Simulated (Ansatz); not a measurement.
Some atoms of an NVE trajectory of Ag (fcc), cell Ag32, with the crystal as the starting point [in the run: it stayed crystalline; mean temperature 727 K (target 780 K); density 9.62 g/cm³, volume +9 % from the start crystal's; mean pressure -0.7 GPa against a target of 0]; time step 4.0 fs, velocity Verlet. Method: r2SCAN (plane waves, PAW; Ansatz, a first-principles code). On the run's last frame a denser k-mesh moved the forces by 0.073 eV/Å rms, the static pressure by -0.63 GPa and the free energy by -15 meV/atom, which is about how far such values are converged.

```json
[
 {"atom": "Ag4", "mass (u)": "107.868", "x y z (Å)": "2.32804 2.09739 0.17811", "v (Å/fs)": "-0.000104 0.000292 -0.003239", "F (eV/Å)": "0.2187 0.7279 -0.9795"},
 {"atom": "Ag6", "mass (u)": "107.868", "x y z (Å)": "0.13327 2.43554 6.53880", "v (Å/fs)": "-0.001626 -0.000068 0.002671", "F (eV/Å)": "0.2057 -0.3139 -0.3746"},
 {"atom": "Ag7", "mass (u)": "107.868", "x y z (Å)": "2.14673 0.18314 6.31796", "v (Å/fs)": "-0.002300 -0.003692 -0.000348", "F (eV/Å)": "-0.1336 0.6056 0.2108"},
 {"atom": "Ag13", "mass (u)": "107.868", "x y z (Å)": "-0.03879 4.54658 4.25023", "v (Å/fs)": "0.001542 -0.002162 0.001607", "F (eV/Å)": "0.1331 -0.2791 0.0177"},
 {"atom": "Ag18", "mass (u)": "107.868", "x y z (Å)": "4.48992 2.14898 2.29313", "v (Å/fs)": "0.001311 0.003729 0.000539", "F (eV/Å)": "-0.3525 0.5120 0.0182"},
 {"atom": "Ag24", "mass (u)": "107.868", "x y z (Å)": "6.81904 2.14014 4.32458", "v (Å/fs)": "0.002111 0.002525 0.003320", "F (eV/Å)": "-1.6126 1.1723 -0.2544"},
 {"atom": "Ag30", "mass (u)": "107.868", "x y z (Å)": "4.00537 6.59070 6.44070", "v (Å/fs)": "-0.003042 -0.001981 0.002016", "F (eV/Å)": "0.7571 -0.5851 -0.4417"},
 {"atom": "Ag31", "mass (u)": "107.868", "x y z (Å)": "6.24720 4.17031 6.31454", "v (Å/fs)": "0.000405 0.004817 0.001981", "F (eV/Å)": "0.7974 0.7634 -0.3067"}
]
```

Question: Give their positions one step later.

Answer: x' = x + vΔt + FΔt²/(2m), with 1 eV/(Å·u) = 0.0096485 Å/fs².
```
atom              x' y' z' (Å)
----  ------------------------
Ag4    2.32778 2.09908 0.16446
Ag6    0.12691 2.43505 6.54921
Ag7    2.13743 0.16881 6.31672
Ag13  -0.03252 4.53773 4.25667
Ag18   4.49492 2.16426 2.29530
Ag24   6.82633 2.15107 4.33768
Ag30   3.99375 6.58236 6.44845
Ag31   6.24939 4.19013 6.32225
```
